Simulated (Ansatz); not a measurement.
Cell and atoms of amorphous B$_{38}$N$_{32}$:

```xyz
70
Lattice="8.9842 0.0000 0.0000 0.0000 8.9842 0.0000 0.0000 0.0000 8.9842" Properties=species:S:1:pos:R:3 pbc="T T T"
B      2.5424     3.6799     2.4824
B      7.6989     8.5922     5.2192
B      4.5504     2.5574     3.6152
B      8.9194     8.0887     2.3497
B      7.9965     6.3444     3.5490
B      5.4364     1.7282     8.9619
B      8.8552     1.1489     3.3380
B      7.7372     0.4505     0.5684
B      8.6761     6.3364     5.9120
B      8.6848     3.8385     8.6410
B      1.1980     5.9489     7.6401
B      3.8523     0.4138     6.9817
B      5.9854     6.5955     7.4612
B      1.3012     8.3844     6.8825
B      0.2019     3.5856     2.2964
B      0.0914     1.4567     8.0285
B      3.4147     0.2070     1.7200
B      2.7849     2.7727     1.0761
B      7.1554     4.5543     1.7105
B      3.1138     5.1141     0.2516
B      5.4285     1.4877     6.4130
B      8.4261     4.7233     6.4947
B      1.1824     0.9192     1.4075
B      4.6925     4.7378     2.3348
B      1.1099     5.7426     2.8943
B      6.2550     2.4557     1.9413
B      6.8384     1.8262     4.4775
B      4.8620     7.8697     3.3458
B      4.0784     1.0520     4.2020
B      2.8529     7.6084     8.5265
B      6.4856     7.6365     1.2377
B      4.1563     6.9243     1.3921
B      6.4251     7.6940     8.5619
B      5.6495     5.9181     3.1050
B      6.2237     6.6060     5.2731
B      4.8174     3.2471     0.3619
B      7.6386     3.0994     6.5964
B      7.9222     8.9165     6.8887
N      6.5543     1.4853     0.8615
N      3.7924     5.5834     1.3963
N      5.7713     3.9330     1.3891
N      0.1916     1.0404     0.4189
N      2.6051     1.3364     1.2531
N      7.1078     5.4638     2.9123
N      8.3923     4.1149     1.0967
N      6.0552     2.3873     3.3942
N      3.8667     3.6578     3.0742
N      4.9494     1.0648     7.7433
N      8.9303     2.4952     3.0275
N      3.4599     8.0213     0.8083
N      8.2860     2.6353     7.8071
N      7.7182     7.0376     4.8962
N      6.5941     2.2290     5.9153
N      7.7288     8.2253     1.6138
N      0.7525     6.9801     6.6460
N      0.2974     6.7834     2.9615
N      2.7092     8.5182     7.3829
N      7.7841     0.6922     4.2816
N      3.9729     0.0151     3.1257
N      2.3966     6.1461     8.4228
N      0.3530     0.4673     6.9512
N      6.0217     5.8198     6.4384
N      4.3553     0.7890     5.6136
N      0.7764     0.2177     2.6503
N      3.4533     3.6556     0.0433
N      5.3983     7.2011     2.1052
N      7.3286     8.7192     8.1875
N      1.3893     4.4524     2.8519
N      0.2716     4.8150     7.7169
N      5.2447     6.9138     4.3252
```

Level of theory: PBE, scalar-relativistic without spin-orbit coupling (plane waves to 420 eV, PAW; Ansatz, a quantum-chemistry and plane-wave program). The usual formal charges leave 18 electrons over, so the level spacing at the Fermi energy parts defect or band states and needn't be the band gap.

The cell was made by melting and quenching with the CHGNet potential and then relaxed with DFT. N atoms were pushed apart under 1.9 Å during the dynamics, to hinder bonds among them. The hot cell started wider than the set density and was brought back towards it in steps. It is the lowest in DFT energy of 2 quenches. It is a model cell: composition and starting density were chosen by hand, and all elements were melted together. No dispersion term was used. Its density started from a set value of 1.97 and ended at 1.97 g/cm³. The simulated quench (nominally 870 K/ps over its main leg) is rapid and tends to freeze in more defects than a deposited or slowly cooled glass has. One small periodic cell is one sample of the glass; other quenches scatter about these values. The volume was held where the preparation left it, at a PBE pressure of -0.1 GPa (tension). Stress components on the final sampling reach 1.1 GPa. On a 2×2×2 Γ-centred mesh force components of up to 0.19 eV/Å stay, since the relaxation ran on the zone centre alone.

Neighbours within B-B 1.97 Å, B-N 1.82 Å, N-N 1.70 Å count as bonded. Two cations that share two anions don't count as bonded, nor two that share one unless they lie closer than B-B 1.80 Å.

**Question.** Give the coordination numbers, mean bond lengths and angles.

**Answer.** 
Mean coordination of B by anions: 2.55 (3 with 1, 12 with 2, 22 with 3, 1 with 4); 18 close contacts or bonds to cations besides
Mean coordination of N: 3.03 (2 with 2, 27 with 3, 3 with 4)
Mean B-N bond: 1.483 Å (spread 0.068 Å, 97 counted)
Mean B-B bond: 1.700 Å (spread 0.049 Å, 9 counted)
Bond angle at B: mean 118.7°, spread 12.2°
Bond angle at N: mean 116.4°, spread 15.7°

**Question.** Which atoms depart from the most common coordination of their element?

**Answer.** B8 has 4 (N42 1.56 Å, N67 1.59 Å, N54 1.60 Å, N39 1.60 Å); B13 has 2 (N62 1.28 Å, B33 1.62 Å); B24 has 4 (N47 1.55 Å, N40 1.55 Å, N41 1.64 Å, B34 1.70 Å); B25 has 2 (N68 1.32 Å, N56 1.32 Å); B34 has 4 (N44 1.54 Å, N70 1.63 Å, N66 1.65 Å, B24 1.70 Å); N41 has 4 (B19 1.55 Å, B36 1.56 Å, B24 1.64 Å, B26 1.65 Å); N49 has 2 (B15 1.34 Å, B7 1.38 Å); N52 has 4 (B5 1.54 Å, B9 1.56 Å, B2 1.59 Å, B35 1.60 Å); N62 has 2 (B13 1.28 Å, B35 1.42 Å); N66 has 4 (B31 1.46 Å, B32 1.46 Å, B28 1.51 Å, B34 1.65 Å).
